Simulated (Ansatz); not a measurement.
Data:

```yaml
crystal:
  lattice:
    - [0.00000, 2.76698, 2.76698]
    - [2.76698, 0.00000, 2.76698]
    - [2.76698, 2.76698, 0.00000]
  atoms:
    - { symbol: Al, position: [0.00000, 0.00000, 0.00000] }
    - { symbol: P, position: [0.25000, 0.25000, 0.25000] }
```

Method: PBE with spin-orbit coupling, rigid bands (plane waves, PAW; Ansatz, an electronic-structure program). Condition of this run: hydrostatic pressure of -2.8 GPa (compression positive) (the target of the relaxation). Cell: cell and atoms relaxed with PBEsol, then loaded as said.

### Question
What conductivity effective mass do dilute holes have at 300 K?

### Answer
0.71 mₑ.

### Question
Predict the electron conductivity mass (n e² τ/σ) at 300 K, by direction if it differs.

### Answer
0.35 mₑ.

### Question
And the band gap?

### Answer
1.64 eV at this level; semilocal functionals usually fall short of the measured gap.

Rigid bands, one relaxation time for all states, no polarons. Geometry: cell and atoms relaxed with PBEsol.
